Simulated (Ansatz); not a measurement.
Defect migration in wurtzite AlN: Sc-vacancy pair (Sc on one host Al site, one Al site vacant), charge state -3. All values below come from PBE, PAW (plane waves to 420 eV; Ansatz, a first-principles code).

Cell of 72 host sites held at the relaxed PBE lattice; the Γ point alone; Fermi-Dirac width 0.01 eV, spin-restricted; finite-size errors left in. Static, classical nuclei. The charge state is imposed; whether it is stable for some Fermi level was not computed. Forms of the defect that were not tried may lie lower. The start lies 0.27 eV above the lowest site run (PBE).

Barriers: single points on a 2×2×2 k-point mesh shifted by half a step along c at the bands' geometries (they differ from the bands' own by up to 0.16 eV, and are uncertain by about as much).

Relaxed starting cell (atoms counted from 1):

```
CELL_PARAMETERS angstrom
      9.39076     0.00000     0.00000
     -4.69538     8.13264     0.00000
      0.00000     0.00000    10.03632
ATOMIC_POSITIONS crystal
  Sc 0.23102 0.11572 0.24898
  Al 0.22144 0.11093 0.74923
  Al 0.22172 0.44669 0.25014
  Al 0.22234 0.44479 0.74779
  Al 0.22172 0.77544 0.25015
  Al 0.22234 0.77797 0.74779
  Al 0.55957 0.11449 0.24995
  Al 0.55433 0.11069 0.74810
  Al 0.55956 0.44549 0.24995
  Al 0.55433 0.44406 0.74810
  Al 0.55415 0.77728 0.25251
  Al 0.55405 0.77723 0.74684
  Al 0.88796 0.11318 0.25329
  Al 0.88703 0.11123 0.74745
  Al 0.88859 0.44450 0.24888
  Al 0.88671 0.44356 0.74742
  Al 0.88796 0.77519 0.25329
  Al 0.88703 0.77621 0.74746
  Al 0.11166 0.22022 0.50050
  Al 0.10820 0.22312 0.99874
  Al 0.11000 0.55521 0.49869
  Al 0.11086 0.55564 0.99900
  Al 0.11166 0.89186 0.50050
  Al 0.10820 0.88549 0.99874
  Al 0.44920 0.22481 0.97745
  Al 0.44639 0.55214 0.49595
  Al 0.44490 0.55705 0.99951
  Al 0.44639 0.89466 0.49595
  Al 0.44490 0.88827 0.99951
  Al 0.77071 0.21964 0.49625
  Al 0.77801 0.22133 0.99986
  Al 0.77071 0.55148 0.49625
  Al 0.77801 0.55710 0.99986
  Al 0.77681 0.88861 0.49707
  Al 0.77728 0.88885 0.99947
  N  0.20004 0.10023 0.44428
  N  0.21371 0.10707 0.94689
  N  0.22073 0.44466 0.44113
  N  0.22234 0.44580 0.93849
  N  0.22073 0.77649 0.44113
  N  0.22234 0.77695 0.93849
  N  0.56585 0.09970 0.43060
  N  0.56103 0.10509 0.94022
  N  0.56585 0.46656 0.43060
  N  0.56103 0.45635 0.94022
  N  0.55256 0.77648 0.44232
  N  0.55574 0.77808 0.93890
  N  0.88895 0.11311 0.44338
  N  0.88735 0.10985 0.93846
  N  0.88922 0.44482 0.43988
  N  0.88873 0.44457 0.93909
  N  0.88895 0.77625 0.44338
  N  0.88736 0.77792 0.93846
  N  0.10285 0.23176 0.18616
  N  0.10907 0.22333 0.69324
  N  0.11110 0.55576 0.18951
  N  0.10987 0.55514 0.69023
  N  0.10285 0.87150 0.18617
  N  0.10907 0.88615 0.69324
  N  0.46796 0.23419 0.17331
  N  0.44330 0.22186 0.73872
  N  0.44233 0.55635 0.18860
  N  0.44310 0.55571 0.68915
  N  0.44233 0.88639 0.18860
  N  0.44310 0.88781 0.68915
  N  0.78221 0.22457 0.18818
  N  0.77720 0.22266 0.68933
  N  0.78220 0.55805 0.18818
  N  0.77720 0.55496 0.68933
  N  0.77797 0.88919 0.19188
  N  0.77673 0.88857 0.68971
```
Cell charge -3.

End state 1 differs by these moves (Å; atoms that move under 0.08 Å are left out):

```
atom  element     Δx     Δy     Δz
----  -------  -----  -----  -----
1          Sc   1.45   0.84   2.28
2          Al   0.00   0.00  -0.10
13         Al   0.07   0.01  -0.07
17         Al   0.04   0.05  -0.07
25         Al  -0.06  -0.04   0.31
36          N   0.01   0.01   0.29
37          N   0.06   0.03  -0.12
43          N  -0.08   0.04   0.01
45          N   0.00  -0.08   0.01
60          N   0.00   0.00   0.19
61          N   0.03   0.02  -0.44
```

Problem. Give the forward and backward barriers to end state 1 at the level PBE, PAW.

Solution. forward 1.30 eV, backward 1.23 eV; at the saddle point atom 1 has neighbours N at 1.95, N at 2.11, 2 N at 2.52 Å. The saddle point's order was not checked, and it lies on a symmetry element of the cell, where a band can be held.

End state 2 differs by these moves (Å; atoms that move under 0.08 Å are left out):

```
atom  element     Δx     Δy     Δz
----  -------  -----  -----  -----
25         Al   0.00  -0.01   0.19
26         Al   1.53  -2.63   0.05
27         Al   0.00  -0.01  -0.15
28         Al   0.04  -0.07   0.01
36          N   0.15   0.08   0.10
38          N  -0.14  -0.10  -0.09
42          N  -0.17   0.08   0.13
43          N  -0.07   0.04  -0.02
44          N   0.16  -0.28   0.02
45          N   0.05  -0.11   0.00
46          N   0.02   0.20  -0.11
60          N  -0.05  -0.05   0.10
61          N   0.01   0.00  -0.45
63          N   0.01   0.00   0.39
```

Problem. What forward and backward barriers to end state 2 does PBE, PAW give?

Solution. forward 2.30 eV, backward 2.09 eV; at the saddle point atom 26 has neighbours N at 1.77, N at 2.09, N at 2.23, N at 2.24, N at 2.26 Å. The saddle point's order was not checked.
